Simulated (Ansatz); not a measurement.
Consider ZrO2 in the fluorite structure (space group Fm-3m, No. 225; a = 5.0891 Å).

Modification: a hydrostatic pressure of 9 GPa.

Levels (all Ansatz, an electronic-structure program, PAW, earlier PAW set): r2SCAN (500 eV, no spin-orbit coupling); HSE06 (420 eV, scalar-relativistic without spin-orbit coupling); HSE06+SOC (420 eV, noncollinear with spin-orbit coupling).

One geometry, relaxed with r2SCAN, under each level:

```json
[
 {"level": "r2SCAN", "band gap": "3.99 eV", "lowest conduction level above the VBM at special points": "Γ 3.99 eV; X 4.42 eV; L 4.63 eV"},
 {"level": "HSE06", "band gap": "5.09 eV", "lowest conduction level above the VBM at special points": "Γ 5.09 eV; X 5.51 eV; L 5.81 eV"},
 {"level": "HSE06+SOC", "band gap": "5.09 eV", "lowest conduction level above the VBM at special points": "Γ 5.09 eV; X 5.51 eV; L 5.78 eV"}
]
```

Single points use the geometry relaxed with r2SCAN. Their cutoffs differ, which shifts pressures a little. HSE06 was sampled on its mesh, a few special points and the semilocal edge points, so its gap is an upper bound. Differences between runs with and without spin-orbit coupling are approximate. Load acts through the strain it causes; cell and atoms are relaxed under it. Stability against distortions was not tested. No other phases were tried under pressure. This is not the structure that ZrO2 has at room temperature and ambient pressure.
